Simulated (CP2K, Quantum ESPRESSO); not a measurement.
A Quantum ESPRESSO input for a self-consistent single point of Nb (Im-3m, 1 atom in the cell) (DFT, PBE, plane waves, PSlibrary ultrasoft (PBE) pseudopotentials):

```fortran
&control
   calculation = 'scf'
   prefix = 'nb'
   outdir = './tmp/'
   pseudo_dir = './'
   tprnfor = .true.
   tstress = .true.
/
&system
   ibrav = 0
   nat = 1
   ntyp = 1
   ecutwfc = 55
   ecutrho = 330
   occupations = 'smearing'
   smearing = 'gauss'
   degauss = 0.0036749
/
&electrons
   conv_thr = 1.0d-10
   mixing_beta = 0.4
/
ATOMIC_SPECIES
Nb    92.9064  Nb.pbe-spn-rrkjus_psl.1.0.0.UPF
ATOMIC_POSITIONS angstrom
Nb    0.000000000    0.000000000    0.000000000
K_POINTS automatic
11 11 11  0 0 0
CELL_PARAMETERS angstrom
  -1.601315000     1.601315000     1.601315000
   1.601315000    -1.601315000     1.601315000
   1.601315000     1.601315000    -1.601315000
```

Question: Translate this input to CP2K.

Answer: This is the input that was run; spellings and numerical settings could be chosen otherwise.

```
&GLOBAL
  PROJECT scf
  RUN_TYPE ENERGY_FORCE
  PRINT_LEVEL MEDIUM
&END GLOBAL
&FORCE_EVAL
  METHOD Quickstep
  STRESS_TENSOR ANALYTICAL
  &DFT
    BASIS_SET_FILE_NAME BASIS_MOLOPT
    POTENTIAL_FILE_NAME GTH_POTENTIALS
    &QS
      METHOD GPW
      EPS_DEFAULT 1E-10
    &END QS
    &MGRID
      CUTOFF 500
      REL_CUTOFF 40
      NGRIDS 5
    &END MGRID
    &SCF
      SCF_GUESS ATOMIC
      EPS_SCF 1E-7
      MAX_SCF 100
      ADDED_MOS 4
      &DIAGONALIZATION
        ALGORITHM STANDARD
      &END DIAGONALIZATION
      &MIXING
        METHOD BROYDEN_MIXING
        ALPHA 0.3
        NBUFFER 12
        BETA 1.5
      &END MIXING
      &SMEAR ON
        METHOD GAUSSIAN
        SIGMA [eV] 0.05
      &END SMEAR
    &END SCF
    &KPOINTS
      SCHEME MONKHORST-PACK 11 11 11
    &END KPOINTS
    &XC
      &XC_FUNCTIONAL PBE
      &END XC_FUNCTIONAL
    &END XC
    &PRINT
      &MO
        EIGENVALUES T
        OCCUPATION_NUMBERS T
        NDIGITS 8
        FILENAME mo
        &EACH
          QS_SCF 0
        &END EACH
        ADD_LAST NUMERIC
      &END MO
      &MULLIKEN ON
      &END MULLIKEN
    &END PRINT
  &END DFT
  &SUBSYS
    &CELL
      A 2.77355900 0.00000000 0.00000000
      B -0.92452000 2.61493600 0.00000000
      C -0.92452000 -1.30746800 2.26460100
      PERIODIC XYZ
    &END CELL
    &COORD
      SCALED
      Nb       0.00000000     0.00000000     0.00000000
    &END COORD
    &KIND Nb
      BASIS_SET DZVP-MOLOPT-SR-GTH-q13
      POTENTIAL GTH-PBE-q13
    &END KIND
  &END SUBSYS
  &PRINT
    &FORCES ON
    &END FORCES
    &STRESS_TENSOR ON
    &END STRESS_TENSOR
  &END PRINT
&END FORCE_EVAL
```

Basis settings and potentials, where a program has them, do not carry over. This input uses DFT PBE, GPW, DZVP-MOLOPT-SR-GTH basis, GTH-PBE potentials (GTH_POTENTIALS). Both were run: pressure 19.85 GPa in Quantum ESPRESSO and 20.23 in CP2K.

On Quantum ESPRESSO: the starting cell has typed, rounded lattice constants, without a prior relaxation at this level. Its lattice was rescaled by a random factor within 2.5 % of one. For this run, on top of that: lattice scaled by 0.98. Spin polarisation is off. With a pressure of about 20 GPa the cell is away from its equilibrium volume at this level.

On CP2K: the starting cell has typed, rounded lattice constants, without a prior relaxation at this level. Its lattice was rescaled by a random factor within 2.5 % of one. For this run, on top of that: lattice scaled by 0.98. Spin polarisation is off. Values carry the incompleteness of an atom-centred basis. With a pressure of about 20 GPa the cell is away from its equilibrium volume at this level.
